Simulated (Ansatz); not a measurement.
Here is the system:

```xyz
1
Lattice="2.6991 0.0000 0.0000 0.0000 2.6991 0.0000 1.3496 -1.3496 1.9328" Properties=species:S:1:pos:R:3 pbc="T T T"
Ir     0.0000     0.0000     0.0000
```

No spin polarisation.

Level of theory: DFT with r2SCAN, PAW potentials and a 500 eV plane-wave cutoff in Ansatz (a first-principles code), no spin-orbit coupling. Γ-centred 21×21×21 mesh, Fermi–Dirac width 0.05 eV.

Q: What band gap does the calculation give?

A: Zero.

Q: What space group does the calculation give?

A: I4/mmm (No. 139).

Q: Estimate the pressure (mean of the normal stresses, compression positive).

A: 3.4 GPa.

The cells carry an imposed strain or load. No phonon test of stability was made. All final runs are without spin polarisation. The cell was made from Ir in the fcc (Cu type) structure (space group Fm-3m, No. 225) by this change: biaxial strain −0.71 %, plane normal [001], relaxed out of plane.
